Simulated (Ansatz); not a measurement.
**C11b MoSi2**

Method: PBE-D3(BJ) in Ansatz (plane waves, PAW).

Settings: plane-wave cutoff 520 eV, 28×28×28 k mesh, Fermi–Dirac smearing 0.039 eV (set by the program), no spin polarisation, scalar-relativistic PAW data made under PBE.

Cell (relaxed at this level):

```
MoSi2
1.0
   -1.58928     1.58928     3.89787
    1.58928    -1.58928     3.89787
    1.58928     1.58928    -3.89787
Si Mo
2 1
Direct
  0.66537   0.66537   0.00000
  0.33463   0.33463   0.00000
  0.00000   0.00000   0.00000
```

```json
{
 "elastic constant C11": "421 GPa",
 "elastic constant C12": "122 GPa",
 "elastic constant C13": "95.4 GPa",
 "elastic constant C33": "538 GPa",
 "elastic constant C44": "213 GPa",
 "elastic constant C66": "210 GPa",
 "Voigt–Reuss–Hill bulk modulus": "222 GPa",
 "Voigt–Reuss–Hill shear modulus (Hill average)": "196 GPa",
 "young_modulus": "455 GPa",
 "poisson_ratio": "0.159"
}
```

Measured, for comparison: elastic constant C11 417 GPa, elastic constant C12 104 GPa, elastic constant C13 83.8 GPa, elastic constant C33 514 GPa, elastic constant C44 204 GPa, elastic constant C66 194 GPa (temperature not stated, no zero-point or thermal correction; as tabulated in Friák et al. (2018), doi:10.3390/nano8121057). Computed (rounded) less measured: elastic constant C11 +1.0 %, elastic constant C12 +17 %, elastic constant C13 +14 %, elastic constant C33 +5 %, elastic constant C44 +4 %, elastic constant C66 +8 %. A static lattice is as a rule a little smaller and stiffer than an uncorrected measurement, which narrows the difference in the elastic constant C33, elastic constant C44, elastic constant C66 and would widen misses of the other sign.

Note: the dispersion coefficients are held fixed in the derivatives.

Elastic constants are with the ions relaxed.

Static lattice: no zero-point or thermal effects.

Ansatz is an electronic-structure program.
